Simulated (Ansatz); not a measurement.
Subject: the formation energy of SrO (rock salt, Fm-3m) from the elements. Reaction: Sr (fcc) + 1/2 O2 (gas) → SrO (rock salt). A negative value means that the right-hand side lies lower. The value is per atom of the solid.

SrO (rock salt, Fm-3m), 2 atoms in the cell. Conventional cell: a = 5.1943 Å, b = 5.1943 Å, c = 5.1943 Å, α = 90.00°, β = 90.00°, γ = 90.00°.

Setting: static, neutral cells in Ansatz (PAW) whose structures rest at the PBE level. Ansatz (a first-principles code) runs with its default PAW set. Other levels take these structures. HSE06 runs on coarser k-point meshes, mended by the PBE difference between the two meshes. Some cells are metallic or hold partly filled levels, where a hybrid on a coarse mesh is less sure. The lattices are those relaxed with PBE, so at other levels the solids can be strained, which adds to the spread. A dispersion term (D3(BJ), or D4 for r2SCAN) was computed beside these levels and is taken off wherever the name lacks it.

Measured enthalpy at 298 K, from tabulated formation enthalpies: -3.07 eV/atom (as tabulated in Friedrich and co-workers, 2018, arXiv:1811.08952). It holds thermal and zero-point parts that the computed values lack, which would shift all levels alike, taken here as about 0.04 eV/atom at most.

Problem. How far does each level (PBE, LDA, PBEsol, RPBE, r2SCAN, HSE06) fall from the measured value, and which comes closest?

Solution. 
| Level | computed (eV/atom) | computed less measured |
|---|---|---|
| LDA | -3.07 | 0.00 |
| r2SCAN | -2.98 | 0.09 |
| PBEsol | -2.81 | 0.26 |
| HSE06 | -2.77 | 0.30 |
| PBE | -2.72 | 0.35 |
| RPBE | -2.54 | 0.53 |

LDA comes closest here; RPBE misses by 0.53 eV/atom.
